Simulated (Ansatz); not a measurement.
A self-consistent single point of Ca₃P₂ (Pm-3m, 5 atoms in the cell) with Ansatz (a first-principles code)

Computed with PBEsol, harder PAW files (source: ansatz) made with PBE (plane waves; Ansatz).

The input file:

Ansatz 0.2 input:
```yaml
# Ca3P2
crystal:
  lattice:
    - [5.31000000, 0.00000000, 0.00000000]
    - [0.00000000, 5.31000000, 0.00000000]
    - [0.00000000, 0.00000000, 5.31000000]
  atoms:
    - { symbol: Ca, position: [0.00000000, 0.50000000, 0.50000000] }
    - { symbol: Ca, position: [0.50000000, 0.00000000, 0.50000000] }
    - { symbol: Ca, position: [0.50000000, 0.50000000, 0.00000000] }
    - { symbol: P, position: [0.00000000, 0.00000000, 0.00000000] }
    - { symbol: P, position: [0.50000000, 0.50000000, 0.50000000] }
basis:
  ecutwfc: 44.1 Ry
kpoints:
  mp_grid:
    grid: [6, 6, 6]
hamiltonian:
  xc: pbesol
  pseudopotentials:
    kind: paw
    source: ansatz
scf:
  occupations:
    method: fermi_dirac
    width: 0.0015 Ry
output:
  forces: true
  eigenvalues: true
  stress: true
```

Output, abridged:

```
WARN ansatz: RAYON_NUM_THREADS=1 ignored (pool sized by the plan → 1); use --threads N
Pseudopotentials: kind: paw
Pseudopotential: Ca, paw, valence charge 10
Pseudopotential: P, paw, valence charge 5
Crystal: 5 atoms, lattice volume = 149.721 Å³
Basis set: ecut = 600.0110667240353 eV, 4945 PW (Γ), exchange–correlation on 96×96×96 points (8 copies of the dense FFT grid, shifted against one another)
Bands: 25, of which v1, the nominal top of the filled ones, is band 20 counted from 1 (19 counted from 0)
Symmetry: 48 space group operations
Space group: Pm-3m (ITA 221), of the structure as read, at distance tolerance 5.3e-5 Å
k-points: 20 of 216
PAW frozen core: Ca, regenerated for the run's functional, and the local potential with it
PAW frozen core: P, regenerated for the run's functional, and the local potential with it
Initial density: superposition of atomic densities (chi_scale 0.1, normalization cell, long waves kept (reshape's long-wave potential 0.01 eV rms))
Initial wavefunctions: pseudopotential atomic-orbital guess
Eigensolver: davidson
Functional: x = pbesol(κ = 0.804, μ = 0.12345679012345678), c = pbesol(β = 0.046)
SCF iter   1: F=—  HF=-6866.141070 eV  |F-HF|=—  |Δ(HF+E_count)|=         —  Δρ=3.30e-2  dr2=4.66e0  ethr=3.10e-3  ⟨swp⟩=11.1  Hψ=3220  notcnv=0
all-band conjugate gradients solve this SCF's bands
preconditioner: auto → Resta (q_TF=auto, 2.190 Å⁻¹)
SCF iter   2: F=—  HF=-6865.182970 eV  |F-HF|=—  |Δ(HF+E_count)|=   9.58e-1  Δρ=1.51e-2  dr2=7.78e-1  ethr=3.10e-3  ⟨swp⟩=3.3  Hψ=1045  notcnv=0  defer=10
SCF iter   3: F=—  HF=-6865.003414 eV  |F-HF|=—  |Δ(HF+E_count)|=   1.80e-1  Δρ=7.38e-3  dr2=1.63e-1  ethr=1.94e-3  ⟨swp⟩=2.1  Hψ=858  notcnv=0  defer=19
SCF iter   4: F=—  HF=-6864.976382 eV  |F-HF|=—  |Δ(HF+E_count)|=   2.70e-2  Δρ=1.92e-3  dr2=9.38e-3  ethr=4.07e-4  ⟨swp⟩=3.5  Hψ=848  notcnv=0  defer=19
SCF iter   5: F=—  HF=-6864.976767 eV  |F-HF|=—  |Δ(HF+E_count)|=   3.85e-4  Δρ=5.27e-4  dr2=5.05e-4  ethr=2.34e-5  ⟨swp⟩=2.5  Hψ=924  notcnv=0  defer=19
SCF iter   6: F=—  HF=-6864.976914 eV  |F-HF|=—  |Δ(HF+E_count)|=   1.47e-4  Δρ=1.25e-4  dr2=3.06e-5  ethr=1.26e-6  ⟨swp⟩=2.0  Hψ=631  notcnv=0  defer=19
SCF iter   7: F=—  HF=-6864.976820 eV  |F-HF|=—  |Δ(HF+E_count)|=   9.44e-5  Δρ=3.29e-5  dr2=2.28e-6  ethr=7.65e-8  ⟨swp⟩=2.0  Hψ=620  notcnv=0  defer=19
SCF iter   8: F=-6864.976821 eV  HF=-6864.976821 eV  |F-HF|=6.62e-9  |Δ(HF+E_count)|=   1.12e-6  Δρ=4.21e-6  dr2=2.99e-8  ethr=2.50e-10  ⟨swp⟩=11.8  Hψ=3028  notcnv=0
SCF 1 converged in 8 iterations: F = -6864.976821 eV  dr2 = 2.99e-8
SCF converged after 8 iterations
Free energy (F): -6864.976821 eV
Harris-Foulkes:  -6864.976821 eV  (|F-HF|=6.62e-9)
Internal energy: -6864.976816 eV  (E = F + TS)
E sigma→0 (E₀):  -6864.976818 eV
Entropy (-TS):   -0.000005 eV (-0.001 meV/atom)
Fermi energy:    5.513704 eV
--- Per-component energies (eV) ---
  E_band       = -483.376687
  E_kinetic    = 1111.553527
  E_local      = -3472.823930  (includes V_loc(G=0)·N_el)
  E_nonlocal   = 868.164089
  E_hartree    = 912.281863
  E_xc         = -655.064084
  E_vxc        = -671.871948  (∫ρ·V_xc dr)
  E_paw        = -3478.810309  (= ΣΔE_a)
  E_vpaw       = -142.956603  (= ΣTr[D̂ρ^β])
  E_aug_tail   = 0.000002  (compensation charges beyond the density's cutoff)
  E_ewald      = -2150.726691
  E_core_change = 0.448718  (= ΣΔE_core)
  E_smearing   = -0.000005  (= −TS)
  E_closure    = -0.000000  (closes the sum)
  Σ components = -6864.976821   (vs F -6864.976821, Δ=0.00e0)
--- Forces (eV/Å), atoms counted from 1 ---
  atom   1  Ca     0.00000000    -0.00000000     0.00000000
   [... zero for the other atoms too ...]
  max |Σ_I F_I| component: 3.54e-29 eV/Å
--- Stress (GPa, compression-positive) ---
       -1.499844       0.000000       0.000000
       -0.000000      -1.499844       0.000000
        0.000000       0.000000      -1.499844
  P = ⅓ Tr σ = -1.4998 GPa (-14.998 kbar)
  The stress holds the Pulay correction. Without it, at fixed plane waves, as pw.x and ABINIT print it: P = -1.5015 GPa
--- Band table (eV; the first three rows and the last of 20) ---
  k-point 0: bands = ["-35.5565", "-35.5292", "-35.5292", "-16.7422", "-16.7422", "-16.7422", "-16.6540", "-16.6540", "-16.6540", "-16.5704", "-16.5704", "-16.5704", "-4.5882", "-2.8967", "3.6934", "3.6934", "3.6934", "5.3587", "5.3587", "5.3587", [...]
  k-point 1: bands = ["-35.5549", "-35.5308", "-35.5292", "-16.7359", "-16.7359", "-16.7336", "-16.6558", "-16.6558", "-16.6545", "-16.5843", "-16.5749", "-16.5749", "-4.5040", "-2.8851", "3.3410", "3.6933", "3.6933", "4.4883", "5.0774", "5.0774", [...]
  k-point 2: bands = ["-35.5507", "-35.5349", "-35.5292", "-16.7209", "-16.7209", "-16.7091", "-16.6616", "-16.6616", "-16.6555", "-16.6193", "-16.5843", "-16.5843", "-4.3211", "-2.8685", "2.7798", "3.6967", "3.6967", "3.7062", "4.7300", "4.7300", [...]
  k-point 19: bands = ["-35.5380", "-35.5380", "-35.5380", "-16.8526", "-16.7311", "-16.7311", "-16.7311", "-16.6055", "-16.6055", "-16.6055", "-16.5451", "-16.5451", "-3.5064", "-2.7698", "2.1626", "2.1626", "2.1626", "4.0578", "4.0578", "4.0578", [...]
```

The run converged in 8 iterations.

The starting cell comes from a database of computed structures (which also holds hypothetical and non-ambient phases and stackings), without a prior relaxation at this level. Ansatz's pressure includes its estimate of the finite-basis (Pulay) stress.
